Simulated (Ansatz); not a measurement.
# A computed series for hypothetical Fddd MoSi2: pressure series

Consider MoSi2 (space group Fddd, No. 70; a = 4.607 Å, b = 8.057 Å, c = 8.762 Å; a hypothetical phase, not in the database extracts checked).

Cell and atoms are relaxed at each pressure.

Computed with Kohn–Sham DFT with the PBE functional, run in Ansatz (a program for electronic structure) with PAW and 420 eV plane waves, no SOC.

Notes on the quantities. enthalpy: H = E + PV relative to the base's energy.

| variant | enthalpy | density | shortest interatomic distance |
|---|---|---|---|
| base | – | 6.21 g/cm³ | 2.551 Å |
| pressure −2 GPa | -0.17 eV/atom | 6.15 g/cm³ | 2.556 Å |
| pressure −1 GPa | -0.08 eV/atom | 6.18 g/cm³ | 2.553 Å |
| pressure 0.3 GPa | +0.03 eV/atom | 6.22 g/cm³ | 2.550 Å |
| pressure 0.7 GPa | +0.06 eV/atom | 6.23 g/cm³ | 2.549 Å |
| pressure 1.5 GPa | +0.13 eV/atom | 6.26 g/cm³ | 2.547 Å |
| pressure 3 GPa | +0.25 eV/atom | … | 2.544 Å |
| pressure 5 GPa | +0.42 eV/atom | 6.36 g/cm³ | … |
| pressure 7.5 GPa | +0.62 eV/atom | 6.43 g/cm³ | 2.532 Å |
| pressure 10 GPa | +0.83 eV/atom | 6.50 g/cm³ | 2.525 Å |

Q: What belongs in the blanks?

A: 
- pressure 3 GPa, density: 6.30 g/cm³
- pressure 5 GPa, shortest interatomic distance: 2.538 Å

Load acts through the strain it causes; cell and atoms are relaxed under it. Stability against distortions was not tested. Competing high-pressure phases were not computed. The final runs are not spin-polarised.
